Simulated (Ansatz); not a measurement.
Base system: AlCo in the CsCl type structure (space group Pm-3m, No. 221; weakly magnetic (sensitive to the mesh); relaxed with 0.1 eV smearing).

```
AlCo
1.0
    2.82401     0.00000     0.00000
    0.00000     2.82401     0.00000
    0.00000     0.00000     2.82401
Al Co
1 1
Direct
  0.00000   0.00000   0.00000
  0.50000   0.50000   0.50000
```

Method: plane-wave PAW DFT at the r2SCAN level (Ansatz, a first-principles code, 500 eV), without spin-orbit coupling, earlier PAW set.

Before the change:

```
Property    Value
--------  -------
Pressure  0.0 GPa
Band gap     zero
```

Modification: an isotropic linear strain of +1.41 %, atoms relaxed at fixed cell.

### Question
What happens to the pressure, energy relative to the base and band gap?

### Answer
The pressure goes from zero to -7.4 GPa; the energy increases by 12 meV/atom; the band gap remains zero.

Other magnetic orders, which the real material may have, were not ruled out. Stability against distortions was not tested. Seeded moments were not kept for the base.
